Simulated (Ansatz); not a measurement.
Rock-salt LaS, treated with PBEsol (PAW; Ansatz, a quantum-chemistry and plane-wave program).

Settings: plane-wave cutoff 520 eV, 16×16×16 k mesh, Fermi–Dirac smearing 0.05 eV, scalar-relativistic PAW data made under PBE.

The volume scan:

```csv
V (Å³/atom),E − E_lowest (meV/atom)
22.991,27.54
23.480,11.78
23.969,2.83
24.458,0.00
24.948,2.64
25.437,10.17
25.926,22.09
```

Q: Estimate the bulk modulus and its pressure derivative from these points.

A: V0 = 24.458 Å³/atom, B0 = 89.5 GPa, B′ = 4.5 (fit to the energies at full precision).

Note: the relaxation could not lower the start's symmetry, so the cell can be a saddle point above a distorted one.

Spin–orbit coupling is not included; it can open a gap where bands touch, and shift volumes and moduli.
